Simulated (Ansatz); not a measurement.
The starting structures come from a database of crystals and need not be the phases stable at ambient conditions.

 Where the default PAW files enter, the runs use the earlier of Ansatz's two default sets.

Evanescent states of Cs2AgBiBr6 (Fm-3m, not sure to be the ambient phase, 10 atoms a cell, 37.9 Å³ an atom) along the normal of (001)

These are r2SCAN (plane waves, PAW; Ansatz, an electronic-structure program) values and carry that method's errors.

The gap is the functional's own, uncorrected, and κ follows it; spin-orbit coupling is left out. Mid-gap values are interpolated between the computed energies.

Energies count from the valence-band top; κ is the least over a 4×4 mesh across the current.

```json
[
 {"E (eV)": "0.05", "κ (1/Å)": "0.052", "where": "Γ"},
 {"E (eV)": "0.15", "κ (1/Å)": "0.089", "where": "Γ"},
 {"E (eV)": "0.25", "κ (1/Å)": "0.114", "where": "Γ"},
 {"E (eV)": "0.35", "κ (1/Å)": "0.133", "where": "Γ"},
 {"E (eV)": "0.45", "κ (1/Å)": "0.149", "where": "Γ"},
 {"E (eV)": "0.55", "κ (1/Å)": "0.162", "where": "Γ"},
 {"E (eV)": "0.65", "κ (1/Å)": "0.174", "where": "Γ"},
 {"E (eV)": "0.75", "κ (1/Å)": "0.185", "where": "Γ"},
 {"E (eV)": "0.85", "κ (1/Å)": "0.194", "where": "Γ"},
 {"E (eV)": "0.95", "κ (1/Å)": "0.203", "where": "Γ"},
 {"E (eV)": "1.05", "κ (1/Å)": "0.211", "where": "Γ"},
 {"E (eV)": "1.15", "κ (1/Å)": "0.219", "where": "Γ"},
 {"E (eV)": "1.25", "κ (1/Å)": "0.197", "where": "off Γ"},
 {"E (eV)": "1.35", "κ (1/Å)": "0.174", "where": "off Γ"},
 {"E (eV)": "1.45", "κ (1/Å)": "0.150", "where": "off Γ"},
 {"E (eV)": "1.55", "κ (1/Å)": "0.121", "where": "off Γ"},
 {"E (eV)": "1.65", "κ (1/Å)": "0.084", "where": "off Γ"}
]
```

Question: How thick must the barrier be to attenuate the transmission by 10^6 when the electrodes' Fermi level lies at 0.15 eV, and what attenuation does that film give at 1.45 eV?

Answer: d = 6 ln 10 / (2 × 0.089) = 77.6 Å. At 1.45 eV it gives 6 × 0.150/0.089 = 10.1 decades.
